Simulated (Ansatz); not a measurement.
## Ge (model structure, I-43m, No. 217, 23 atoms in the cell)

All values below come from r²SCAN (PAW; Ansatz, a quantum-chemistry and plane-wave program).

Numerical settings: plane-wave cutoff 560 eV, 6×6×6 k mesh, Fermi–Dirac smearing 0.01 eV, scalar-relativistic PAW data made under PBE.

Cell (relaxed at this level):

```yaml
crystal:
  lattice:
    - [-5.24101, 5.24101, 5.24101]
    - [5.24101, -5.24101, 5.24101]
    - [5.24101, 5.24101, -5.24101]
  atoms:
    - { symbol: Ge, position: [0.00000, 0.00000, 0.00000] }
    - { symbol: Ge, position: [0.27104, 0.27104, 0.27104] }
    - { symbol: Ge, position: [0.00000, 0.00000, 0.72896] }
    - { symbol: Ge, position: [0.00000, 0.72896, 0.00000] }
    - { symbol: Ge, position: [0.72896, 0.00000, 0.00000] }
    - { symbol: Ge, position: [0.50000, 0.25000, 0.75000] }
    - { symbol: Ge, position: [0.50000, 0.75000, 0.25000] }
    - { symbol: Ge, position: [0.75000, 0.50000, 0.25000] }
    - { symbol: Ge, position: [0.25000, 0.50000, 0.75000] }
    - { symbol: Ge, position: [0.25000, 0.75000, 0.50000] }
    - { symbol: Ge, position: [0.75000, 0.25000, 0.50000] }
    - { symbol: Ge, position: [0.44048, 0.44048, 0.16934] }
    - { symbol: Ge, position: [0.27114, 0.27114, 0.83066] }
    - { symbol: Ge, position: [0.72886, 0.55952, 0.00000] }
    - { symbol: Ge, position: [0.55952, 0.72886, 0.00000] }
    - { symbol: Ge, position: [0.16934, 0.44048, 0.44048] }
    - { symbol: Ge, position: [0.83066, 0.27114, 0.27114] }
    - { symbol: Ge, position: [0.00000, 0.72886, 0.55952] }
    - { symbol: Ge, position: [0.00000, 0.55952, 0.72886] }
    - { symbol: Ge, position: [0.44048, 0.16934, 0.44048] }
    - { symbol: Ge, position: [0.27114, 0.83066, 0.27114] }
    - { symbol: Ge, position: [0.55952, 0.00000, 0.72886] }
    - { symbol: Ge, position: [0.72886, 0.00000, 0.55952] }
```

```json
{
 "band_gap": "1.31 eV (on the SCF k mesh)",
 "direct gap at Γ": "1.99 eV"
}
```

Note: the relaxation could raise the start's symmetry but not lower it, so the cell can be a saddle point.

Spin–orbit coupling is not included.

Static lattice: no zero-point or thermal effects.

Cost on a shared machine: very roughly 30 core-minutes.

A model structure was made by putting elements into a prototype or built by hand; it is no filed structure, need not be a known phase, and can be a saddle point held by its symmetry.
